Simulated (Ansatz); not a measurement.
Base system: SrTiO3 in the cubic perovskite structure (space group Pm-3m, No. 221; a = 3.907 Å).

Method: r2SCAN (Ansatz, an electronic-structure program, PAW, without spin-orbit coupling).

One change was made to it. Results:

```json
[
 {"quantity": "shortest interatomic distance", "base": "1.954 Å", "after": "1.951 Å"},
 {"quantity": "density", "base": "5.11 g/cm³", "after": "5.13 g/cm³"},
 {"quantity": "band gap", "base": "2.26 eV", "after": "2.27 eV"},
 {"quantity": "gap character", "base": "indirect, R → Γ", "after": "indirect, R → Γ"}
]
```

Name the change that was made.
A) pressure 5 GPa
B) pressure 0.7 GPa
C) pressure 3 GPa

B, pressure 0.7 GPa. For comparison, the density in the other runs: pressure 3 GPa gives 5.19 g/cm³; pressure 5 GPa gives 5.24 g/cm³.

Load acts through the strain it causes; cell and atoms are relaxed under it. No phonon test of stability was made. No other phases were tried under pressure. The final runs are not spin-polarised. Many cubic perovskites are stable only at high temperature; tilts and polar distortions were not tested.
